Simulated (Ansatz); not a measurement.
The reference is MgTe in the wurtzite structure (space group P6_3mc, No. 186; a = 4.608 Å, c = 7.501 Å).

Perturbation: cell and atoms relaxed at a pressure of 7.5 GPa.

Levels (all Ansatz, a first-principles code, PAW): PBE (420 eV, no SOC); HSE06 (420 eV, scalar-relativistic without spin-orbit coupling); PBE+SOC (420 eV, with spin-orbit coupling).

At the geometry relaxed with PBE, these levels gave the following band gaps, in shuffled order: (a) 2.82 eV, (b) 3.87 eV, (c) 3.09 eV.

Q: Match each gap to its level.

A: (a) PBE+SOC; (b) HSE06; (c) PBE.

Single points use the geometry relaxed with PBE. HSE06 was sampled on its mesh, a few special points and the semilocal edge points, so its gap is an upper bound. The spin-orbit shifts are approximate. Spin-orbit coupling, missing from the scalar runs, can matter with Te. Load acts through the strain it causes; cell and atoms are relaxed under it. Stability against distortions was not tested. Tetrahedral semiconductors of this kind turn to denser phases somewhere between about 1 and 50 GPa; those were not computed, so compressed cells here can lie past the real transition.
